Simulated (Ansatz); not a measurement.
```
Rh
1.0
    0.00000     1.89398     1.89398
    1.89398     0.00000     1.89398
    1.89398     1.89398     0.00000
Rh
1
Cartesian
  0.00000   0.00000   0.00000
```

The numbers are results of PBEsol, rigid bands (plane waves, PAW, scalar-relativistic; Ansatz, a program for electronic structure), not measurements. Condition of this run: hydrostatic pressure -2 GPa (the target of the relaxation). Cell: cell and atoms relaxed with PBEsol, then loaded as said.

Problem. Predict the product ρ₀λ of resistivity and mean free path that follows from the Fermi surface's area.

Solution. 3.3 ×10⁻¹⁶ Ω·m².

Problem. And the Drude plasma energy and the root-mean-square Fermi velocity at 300 K?

Solution. 10.2 eV; 6.6e5 m/s.

A metal at this level (no band gap); rigid bands, thermally averaged at 300 K, both spins. Spin-orbit coupling is left out. τ is one relaxation time for all states; the product of resistivity and mean free path takes one path for all states instead.
